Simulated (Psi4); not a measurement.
Psi4 1.11, PBE/def2-svp: Hf(O)2 ([O]=[Hf]=[O]), 3 atoms. The geometry is a generated start, not checked to be a minimum at this level.

* **task**: energy
* **method**: pbe
* **basis**: def2-svp
* **memory**: 3 GB
* **maxiter**: 100
* **keys of the molecule block**: symmetry c1
* **scf_type**: df (default)
* **e_convergence**: 1e-06 (default)
* **d_convergence**: 1e-06 (default)
* **dft_radial_points**: 75 (default)
* **dft_spherical_points**: 302 (default)
* **effective core potentials**: those of the basis set, past Kr
* **basis functions**: 60
* **grid points**: 65710

```xyz
3

Hf     0.3946    -0.3399     0.4014
O      0.9403     0.3886    -1.1344
O     -1.3349    -0.0487     0.7330
```

Charge 0 and multiplicity 1 are set for this test and not shown to be the ground state.

With the defaults (damping_percentage = 0, diis = true, scf_initial_accelerator = adiis, guess = auto, which took SAD, soscf = false, diis_max_vecs = 10, level_shift = 0, level_shift_cutoff = 0.01) it converges in 12 SCF iterations. One run each on 2 threads, with these changes:
- diis_max_vecs = 20
- damping_percentage = 60
- guess = modhuckel
- guess = sapgau
- soscf = true
- level_shift = 0.1, level_shift_cutoff = 0.001
- damping_percentage = 60, diis = false, scf_initial_accelerator = none
- guess = sadno
- level_shift = 0.5, level_shift_cutoff = 0.001

Which runs fail or end elsewhere than the default run?

No convergence: damping_percentage = 60; damping_percentage = 60, diis = false, scf_initial_accelerator = none (the run ends without SCF convergence in 100 iterations). The rest reach the solution of the defaults.

```json
[
 {"setting": "the defaults", "SCF iterations": "12", "JK calls": "13", "end": "same solution"},
 {"setting": "soscf = true", "SCF iterations": "12", "JK calls": "43", "end": "same solution"},
 {"setting": "diis_max_vecs = 20", "SCF iterations": "12", "JK calls": "13", "end": "same solution"},
 {"setting": "guess = modhuckel", "SCF iterations": "12", "JK calls": "29", "end": "same solution"},
 {"setting": "level_shift = 0.5, level_shift_cutoff = 0.001", "SCF iterations": "12", "JK calls": "13", "end": "same solution"},
 {"setting": "guess = sadno", "SCF iterations": "13", "JK calls": "13", "end": "same solution"},
 {"setting": "guess = sapgau", "SCF iterations": "14", "JK calls": "14", "end": "same solution"},
 {"setting": "level_shift = 0.1, level_shift_cutoff = 0.001", "SCF iterations": "14", "JK calls": "15", "end": "same solution"},
 {"setting": "damping_percentage = 60", "SCF iterations": "100", "JK calls": "101", "end": "no convergence"},
 {"setting": "damping_percentage = 60, diis = false, scf_initial_accelerator = none", "SCF iterations": "100", "JK calls": "101", "end": "no convergence"}
]
```

An SOSCF iteration holds several JK calls; a Hückel guess adds calls on atoms.
